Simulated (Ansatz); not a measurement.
Pd in the fcc (Cu type) structure (space group Fm-3m, No. 225)

```
CELL_PARAMETERS angstrom
      0.00000     1.97138     1.97138
      1.97138     0.00000     1.97138
      1.97138     1.97138     0.00000
ATOMIC_POSITIONS crystal
  Pd 0.00000 0.00000 0.00000
```

Method: PBE (Ansatz, an electronic-structure program), spin-orbit coupling left out. k-mesh 20×20×20 (Γ-centred); smearing 0.05 eV (Fermi–Dirac).

| Item | Value |
|---|---|
| Volume per atom | 15.32 Å³ |
| Density | 11.53 g/cm³ |
| Band gap | zero |
| Total energy | -6972.847 eV/atom (σ→0; compares only within this code and set-up) |

Stability against distortions was not tested. All final runs are without spin polarisation.
